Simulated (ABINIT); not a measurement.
Band structure of Li2Ga (Cmcm, 6 atoms in the cell).

```
CELL_PARAMETERS angstrom
      2.21189    -4.60412     0.00000
      2.21189     4.60412     0.00000
      0.00000     0.00000     4.24882
ATOMIC_POSITIONS crystal
  Li 0.41809 0.58191 0.25000
  Li 0.58191 0.41809 0.75000
  Li 0.24055 0.75945 0.75000
  Li 0.75945 0.24055 0.25000
  Ga 0.07743 0.92257 0.25000
  Ga 0.92257 0.07743 0.75000
```

Level of theory: LDA (PW92), PAW (JTH v2.0 LDA PAW) (plane waves; ABINIT 10.0.3).

Settings: pseudos = [Li.LDA_PW-JTH.xml, Ga.LDA_PW-JTH.xml]; ecut = 20 Ha; pawecutdg = 40 Ha; pawxcdev = 0; occopt = 3; tsmear = 0.00367493 Ha; ngkpt = 6 6 5; nshiftk = 1; shiftk = 0 0 0; potentials = JTH v2.0 LDA PAW; kptopt = 1; nstep = 50; tolvrs1 = 1e-11.

The starting cell comes from a database of computed structures (which also holds hypothetical and non-ambient phases and stackings), without a prior relaxation at this level. Its lattice was rescaled by a random factor within 2.5 % of one.

Levels in eV from the Fermi level, bands 16 to 23:
| point | 16 | 17 | 18 | 19 | 20 | 21 | 22 | 23 |
|---|---|---|---|---|---|---|---|---|
| Γ | -2.95 | -1.45 | -0.87 | -0.49 | 1.06 | 1.95 | 2.79 | 3.13 |
| X | -4.36 | -3.25 | 0.04 | 1.01 | 1.04 | 1.68 | 2.60 | 3.04 |
| S | -4.15 | -2.60 | -1.31 | -0.12 | 1.69 | 2.37 | 2.38 | 4.29 |
| R | -6.06 | -2.14 | -2.14 | -1.39 | -1.39 | 2.35 | 2.35 | 6.82 |
| A | -6.04 | -2.17 | -2.17 | -1.69 | -1.69 | 3.73 | 3.73 | 5.43 |
| Z | -6.67 | -0.48 | -0.48 | 1.44 | 1.44 | 1.51 | 1.51 | 3.41 |
| Y | -5.13 | -1.68 | -0.38 | 1.52 | 1.61 | 1.92 | 2.83 | 4.78 |
| X1 | -4.36 | -3.25 | 0.04 | 1.01 | 1.04 | 1.68 | 2.60 | 3.04 |
| A1 | -6.04 | -2.17 | -2.17 | -1.69 | -1.69 | 3.73 | 3.73 | 5.43 |
| T | -6.30 | -2.73 | -2.73 | 0.47 | 0.47 | 3.17 | 3.17 | 7.42 |

Bands cross the Fermi level along this path, so the cell is metallic at this level.
